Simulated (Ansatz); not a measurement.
**A computed series for Ti3Al: pressure series**

Base system: Ti3Al (space group P6_3/mmc, No. 194; a = 5.7474 Å, c = 4.6319 Å).

Cell and atoms are relaxed at each pressure.

Level of theory: r2SCAN/PAW in Ansatz (a program for electronic structure), without spin-orbit coupling, earlier PAW set.

| pressure (GPa) | volume per atom (Å³/atom) |
|---|---|
| -2 | 16.847 |
| -1 | 16.702 |
| 0 | 16.563 |
| 0.9 | 16.442 |
| 2.1 | 16.287 |
| 4.5 | 15.995 |
| 15 | 14.941 |
| 22.5 | ? |
| 30 | 13.832 |

Question: Fit the third-order Birch–Murnaghan form P(V) = (3B₀/2)[(V₀/V)^(7/3) − (V₀/V)^(5/3)]·[1 + (3/4)(B₀′ − 4)((V₀/V)^(2/3) − 1)] (squares taken in P) to the rows shown and predict the withheld row.

Answer: Least squares on the printed values gives V₀ = 16.563 Å³/atom, B₀ = 121 GPa, B₀′ = 3.5; this predicts 14.342 Å³/atom, and the run gives 14.343 Å³/atom, in agreement.

Load acts through the strain it causes; cell and atoms are relaxed under it. No phonon test of stability was made. No other phases were tried under pressure. All final runs are without spin polarisation.
